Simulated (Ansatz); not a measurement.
The starting structures come from a database of crystals and need not be the phases stable at ambient conditions.

Here is the system:

```xyz
4
Lattice="3.9302 0.0000 0.0000 1.9651 3.4037 0.0000 1.9651 1.1346 6.4173" Properties=species:S:1:pos:R:3 pbc="T T T"
Ga     5.8953     3.4037     0.0470
Ga     3.9302     2.2691     3.1606
P      3.9302     2.2691     0.8017
As     1.9651     1.1346     4.0121
```

Space group of this cell: R3m. The cell is taken as given.

Computed with r2SCAN (plane waves, PAW; Ansatz, a program for electronic structure).

The current runs along the normal of the first two printed vectors; no spin-orbit coupling. Scaled by the factor s: both lengths across the current (ions clamped). Meshes 10×10×10 and 12×12 across the current in all rows.

```csv
s,mean pressure (GPa),band gap (eV)
0.98,3.6,?
1.00,0.0,1.46
1.02,-2.8,1.16
```

**Question.** Take the slope of the band gap against ln s from the two given rows, extrapolate to s = 0.98, and say what the run there gives.

**Answer.** Slope = (1.16 − 1.46) / ln 1.02 = -15.1 eV. The line gives 1.46 + (-15.1) × ln 0.98 = 1.77 eV. The run gives 1.52 eV, 0.25 eV under the line, 80 % of the predicted step.
